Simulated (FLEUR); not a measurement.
**Input and output of a self-consistent single point for CrB (I4_1/amd, 8 atoms in the cell) (FLEUR)**

Level of theory: PBEsol, all-electron FLAPW (FLEUR), scalar-relativistic valence.

The input file:

Input of the input generator:

```
CrB crystal
&input film=f /
-2.7405564150 2.7405564150 14.7427361558
2.7405564150 -2.7405564150 14.7427361558
2.7405564150 2.7405564150 -14.7427361558
1.0
1.0 1.0 1.0

8
24 0.1975700000 0.1975700000 -0.0000000000
24 0.9475700000 0.4475700000 0.5000000000
24 0.5524300000 0.0524300000 0.5000000000
24 0.8024300000 0.8024300000 -0.0000000000
5 0.3422700000 0.3422700000 -0.0000000000
5 0.0922700000 0.5922700000 0.5000000000
5 0.4077300000 0.9077300000 0.5000000000
5 0.6577300000 0.6577300000 0.0000000000

&comp jspins=1 /
&exco xctyp='PBEs' /
&kpt div1=7 div2=7 div3=7 /
&end /
```

```xml
<?xml version="1.0" encoding="UTF-8" standalone="no"?>
<fleurInput fleurInputVersion="0.39">
   <comment>
      CrB crystal                                                                                         
   </comment>
   <calculationSetup>
      <cutoffs Kmax="3.9" Gmax="15.6" GmaxXC="15.6" numbands="0"/>
      <scfLoop itmax="80" minDistance="0.00001" maxIterBroyd="15" imix="Anderson" alpha="0.05" precondParam="0.0" spinf="2.0"/>
      <coreElectrons ctail="T" frcor="F" kcrel="0" coretail_lmax="0"/>
      <xcFunctional name="PBEs" relativisticCorrections="F"/>
      <magnetism jspins="1"/>
      <soc l_soc="F" theta="0.0" phi="0.0" spav="F"/>
      <expertModes spex="0" secvar="F"/>
      <geometryOptimization l_f="T" forcealpha="1.0" forcemix="BFGS" epsdisp="0.00001" epsforce="0.00001"/>
      <ldaU l_linMix="F" mixParam="0.05" spinf="1.0"/>
   </calculationSetup>
   <cell>
      <bzIntegration valenceElectrons="68.0" mode="gauss" fermiSmearingEnergy="0.00183747">
         <kPointListSelection listName="default-1"/>
         <!-- k-points included here -->
         <xi:include xmlns:xi="http://www.w3.org/2001/XInclude" href="kpts.xml"> </xi:include>
      </bzIntegration>
      <!-- symmetry operations included here -->
      <xi:include xmlns:xi="http://www.w3.org/2001/XInclude" href="sym.xml"> </xi:include>
      <bulkLattice scale="1.0">
         <bravaisMatrix>
            <row-1>   -2.7405564149999999     2.7405564149999999    14.7427361557999994</row-1>
            <row-2>    2.7405564149999999    -2.7405564149999999    14.7427361557999994</row-2>
            <row-3>    2.7405564149999999     2.7405564149999999   -14.7427361557999994</row-3>
         </bravaisMatrix>
      </bulkLattice>
   </cell>
   <atomSpecies>
      <species name="Chromium (Cr)" element="Cr" atomicNumber="24">
         <mtSphere radius="2.21" gridPoints="763" logIncrement="0.016"/>
         <atomicCutoffs lmax="8" lnonsphr="6"/>
         <electronConfig flipSpins="F">
            <coreConfig>(1s1/2) (2s1/2) (2p1/2) (2p3/2)</coreConfig>
            <valenceConfig>(3s1/2) (3p1/2) (3p3/2) (4s1/2) (3d3/2) (3d5/2)</valenceConfig>
            <stateOccupation state="(4s1/2)" spinUp="0.5" spinDown="0.5"/>
            <stateOccupation state="(3d3/2)" spinUp="1.0" spinDown="1.0"/>
            <stateOccupation state="(3d5/2)" spinUp="1.5" spinDown="1.5"/>
         </electronConfig>
         <energyParameters s="4" p="4" d="3" f="4"/>
         <lo type="SCLO" l="0" n="3" eDeriv="0"/>
         <lo type="SCLO" l="1" n="3" eDeriv="0"/>
      </species>
      <species name="Boron (B)" element="B" atomicNumber="5">
         <mtSphere radius="1.56" gridPoints="539" logIncrement="0.019"/>
         <atomicCutoffs lmax="6" lnonsphr="4"/>
         <electronConfig flipSpins="F">
            <coreConfig>(1s1/2)</coreConfig>
            <valenceConfig>(2s1/2) (2p1/2) (2p3/2)</valenceConfig>
            <stateOccupation state="(2p1/2)" spinUp="0.1666666666667" spinDown="0.1666666666667"/>
            <stateOccupation state="(2p3/2)" spinUp="0.3333333333333" spinDown="0.3333333333333"/>
         </electronConfig>
         <energyParameters s="2" p="2" d="3" f="4"/>
      </species>
   </atomSpecies>
   <atomGroups>
      <atomGroup species="Chromium (Cr)">
         <relPos label="                   1">.3225700000 .0725700000 -1.000/4.000</relPos>
         <relPos label="                   2">.0725700000 .3225700000 1.000/4.000</relPos>
         <relPos label="                   3">-.3225700000 -.0725700000 1.000/4.000</relPos>
         <relPos label="                   4">-.0725700000 -.3225700000 -1.000/4.000</relPos>
         <force calculate="T" relaxXYZ="TTT"/>
      </atomGroup>
      <atomGroup species="Boron (B)">
         <relPos label="                   5">.4672700000 .2172700000 -1.000/4.000</relPos>
         <relPos label="                   6">.2172700000 .4672700000 1.000/4.000</relPos>
         <relPos label="                   7">-.4672700000 -.2172700000 1.000/4.000</relPos>
         <relPos label="                   8">-.2172700000 -.4672700000 -1.000/4.000</relPos>
         <force calculate="T" relaxXYZ="TTT"/>
      </atomGroup>
   </atomGroups>
   <output dos="F" band="F" slice="F">
      <checks vchk="F" cdinf="F"/>
      <bandDOS minEnergy="-.5*Htr" maxEnergy="0.5*Htr" sigma="0.015" storeEVData="T"/>
      <vacuumDOS vacdos="F" integ="F" star="F" nstars="0" locx1="0.0" locy1="0.0" locx2="0.0" locy2="0.0" nstm="0" tworkf="0.0"/>
      <unfoldingBand unfoldBand="F" supercellX="1" supercellY="1" supercellZ="1"/>
      <plotting iplot="0" polar="F">
         <plot TwoD="T" vec1="  1.0  0.0  0.0" vec2="  0.0  1.0  0.0" vec3="  0.0  0.0  1.0" zero="  0.0  0.0  0.0" file="plot"/>
      </plotting>
      <chargeDensitySlicing numkpt="0" minEigenval="0.0" maxEigenval="0.0" nnne="0" pallst="F"/>
      <specialOutput eonly="F"/>
      <magneticCircularDichroism mcd="F" energyLo="-10.0" energyUp="0.0"/>
   </output>
  <!-- We include the file relax.xml here to enable relaxations (see documentation) -->
  <xi:include xmlns:xi="http://www.w3.org/2001/XInclude" href="relax.xml"> <xi:fallback/> </xi:include>
</fleurInput>
```

Log, with long lists cut:

```
      Welcome to FLEUR        (www.flapw.de)
      MaX-Release 8.1          (www.max-centre.eu)

 ========== k-point set info ==========
 Selected k-point list: default-1
 k-point list type: mesh
 7 x 7 x 7
 Number of k points: 40

 ------------Calculation Setup---------------------------
           1           2           4           5           8          10          20          40
 Number of basis functions:          511
 Iteration:     1   Distance:      51.27476167 me/bohr^3
 Iteration:     2   Distance:      40.72678420 me/bohr^3
 Iteration:     3   Distance:      12.78795122 me/bohr^3
 Iteration:     4   Distance:      12.21664029 me/bohr^3
 Iteration:     5   Distance:       2.45690751 me/bohr^3
 Iteration:     6   Distance:       2.07281259 me/bohr^3
   [... 10 lines left out ...]
 Iteration:    17   Distance:       0.00055537 me/bohr^3
 Iteration:    18   Distance:       0.00023759 me/bohr^3
 Iteration:    19   Distance:       0.00008103 me/bohr^3
 Iteration:    20   Distance:       0.00001705 me/bohr^3
 Iteration:    21   Distance:       0.00000318 me/bohr^3
 Reset of history
 Run finished successfully
 Stop message:
   Structural relaxation: new displacements generated

[file out, last iteration]
             iter=     22
          p o t e n t i a l   g e n e r a t o r
[...]
          integral of pseudo charge density inside the slab=        0.000000   0.000000
     coulomb potential in the interstitial region:
          density-coulomb potential integrals
          total density-coulomb potenti    -6547.8134862038
          density-effective potential integrals for spin  1
          total density-effective poten   -6.8185441634E+03
          charge density-energy density integrals
          total charge density-energy d   -2.0697344955E+02
 Updated energy parameters for spin:           1
  Atom    1 4s branch from -2.11 to  2.58 htr. ; e_l =  0.2639
  Atom    1 4p branch from -1.03 to  3.14 htr. ; e_l =  0.3798
  Atom    1 3d branch from -9.99 to  0.68 htr. ; e_l =  0.4200
  Atom    1 4f branch from -9.99 to  3.76 htr. ; e_l =  0.6759
  Atom    1 3s branch from-23.94 to -2.11 htr. ; e_l(l -2.1380
  Atom    1 3p branch from-20.04 to -1.03 htr. ; e_l(l -1.0907
  Atom    2 2s branch from -5.83 to  2.54 htr. ; e_l =  0.0343
  Atom    2 2p branch from -9.99 to  2.13 htr. ; e_l =  0.1970
  Atom    2 3d branch from -9.99 to  5.50 htr. ; e_l =  0.4013
  Atom    2 4f branch from -9.99 to  8.98 htr. ; e_l =  0.5614
[...]
 fermi energy and band-weighting factors:
at   0.42857   0.57143  -0.42857   k-weight:    0.011662
   52 eigenvalues :
   -2.140101   -2.140042   -2.136863   -2.136796   -1.097151   -1.096623   -1.093075   -1.091876
   -1.091431   -1.090053   -1.087772   -1.086320   -1.086286   -1.084330   -1.084178   -1.083283
    0.029868    0.030397    0.210891    0.213304    0.307336    0.331577    0.353572    0.358847
    0.366210    0.370593    0.384600    0.395696    0.414256    0.452918    0.454829    0.462720
    0.469912    0.471095    0.493666    0.500103    0.515171    0.518367    0.519453    0.535336
    0.540668    0.576389    0.629219    0.647099    0.654834    0.681819    0.730113    0.745994
    0.775656    0.810785    0.824120    0.854764
   [... 2 blocks of this kind left out ...]

   [... lines left out ...]
          first approx. to ef    (T=0)  :   0.499651 htr   (energy of the highest occ. eigenvalue)
          total moment                 =     0.00000
 Direct bandgap for spin            1 :    6.4369875657560582E-003  Htr
   [... lines left out ...]
          0.00037877  electrons lost from core.
          total charge for spin  1=  116.000010
          interst. charge =      11.345673
          mt charge=             22.628370    3.535215
          total charge  =  116.000010
          zc=   116.000000     qfix=    1.000000
     t o t a l  e n e r g y
          sum of eigenvalues =             -2472.6018102269
          density-coulomb potential int    -6547.8134862038
          density-effective potential i    -6818.5441634284
          charge density-ex.-corr.energ     -206.9734495472
          el.-nucl. inter. diff. m.t.       4994.6466655109
          Madelung term for atom type:       -48.2189993836
          el.-nucl. inter. diff. m.t.        108.8126300292
          Madelung term for atom type:       -11.8430193433
 ---->    total energy=                    -4298.4591537145 htr
 ---->    (input%tkb*entropy) TS=              0.0000000000 htr
 ---->    free energy=                     -4298.4591537145 htr
      extrapolation for T->0
 ---->    total electron energy=           -4298.4591537145 htr
 ***** TOTAL FORCES ON ATOMS *****
 TOTAL FORCE FOR ATOM TYPE=  1  X= -1.370   Y=  0.000   Z=  9.511
                       FX_TOT= 0.000000 FY_TOT= 0.000000 FZ_TOT=-0.000874
 TOTAL FORCE FOR ATOM TYPE=  2  X= -1.370   Y=  0.000   Z= 13.778
                       FX_TOT= 0.000000 FY_TOT= 0.000000 FZ_TOT=-0.000330
```

The run converged in 21 iterations. FLEUR gives forces in its relaxation mode, with a further iteration, so its stop message speaks of a relaxation.

The starting cell comes from a database of computed structures (which also holds hypothetical and non-ambient phases and stackings), without a prior relaxation at this level. Spin polarisation is off. Values depend on the basis (sphere radii, cutoffs, local orbitals), which need not be converged. The log's line on a gap gives a spacing of levels on this mesh, which the program prints for metals too.

Cost on one core of a shared machine: roughly 4 min.
